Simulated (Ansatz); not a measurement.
Cost and result by functional for the adsorption energy of SiH3 on the 1x1 (0001) surface of corundum (cut with top plane Al), one in a 1x1 cell, started at the site 'hollow Al-O-O-O over O at depth 2.3 Å #2', in Ansatz (plane waves, PAW). Single points on the PBE structure, on one kind of machine; costs are rough ratios of the slab run's core time (references not counted) to the cheapest single point. r2SCAN's cost holds its higher cutoff (500 against 420 eV). Differences are taken against r2SCAN for comparison alone: no measured value is at hand, so the table doesn't rank accuracy. The points keep PBE's geometry, so the relaxation of a polaron and the settling of charge on one site are left out.

Host crystal: corundum, with a band gap (PBE, scalar-relativistic without spin-orbit coupling).

Set-up: 24 atoms, 6.7 Å thick at the start under the adsorbate (thin: gaps and levels are the slab's own); mesh 6x6x1; 0.01 eV smearing; dipole correction on; 9 atoms held, the rest relaxed; no symmetry held; spin-polarised, ending with about 1.0 μB a cell; orders that need a larger cell were not tried, no spin-orbit, no U, no dispersion correction. At the end it is bonded to Al. In PBE it is, or lies within 0.03 eV of, the lowest of the starts that converged. These notes are the PBE run's. r2SCAN: The program's check for a lower electronic state was not made. Adsorption energies are against SiH4(g) − ½ H2(g). A negative adsorption energy means that the adsorbate is more stable on the surface than in its reference.

```
functional                     relative cost  adsorption energy (eV)  less r2SCAN (eV)
-----------------------------  -------------  ----------------------  ----------------
RPBE                                       1                    1.41              0.25
r2SCAN                                     2                    1.17              0.00
PBE (the relaxed run's value)              –                    1.28              0.11
```

The values span 0.25 eV, while the single points' costs differ by a factor of roughly 2. Differences are of unrounded values.

Ansatz is a first-principles code.
